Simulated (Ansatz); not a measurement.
**A computed series for C: response to strain**

The parent structure is C in the diamond structure (space group Fd-3m, No. 227; a = 3.5603 Å).

Strains are applied to the cell and any free atomic positions relax.

All numbers come from plane-wave PAW DFT at the r2SCAN level (Ansatz, a first-principles code, 500 eV), no SOC.

| isotropic strain (%) | pressure (GPa) |
|---|---|
| 0 | 0.0 |
| 0.5 | -6.6 |
| 1 | -12.7 |
| 1.5 | ? |
| 2 | -24.0 |
| 2.5 | -29.1 |
| 3 | -33.9 |

**Question.** Fit P = P₀ − Bδ + Cδ² with δ = (1 + ε)³ − 1 to the rows shown and predict the withheld row.

**Answer.** Least squares on the printed values gives P₀ = 0.0 GPa, B = 444 GPa, C = 851 GPa (largest residual 0.1 GPa); this predicts -18.5 GPa, and the run gives -18.5 GPa, in agreement.

No phonon test of stability was made.
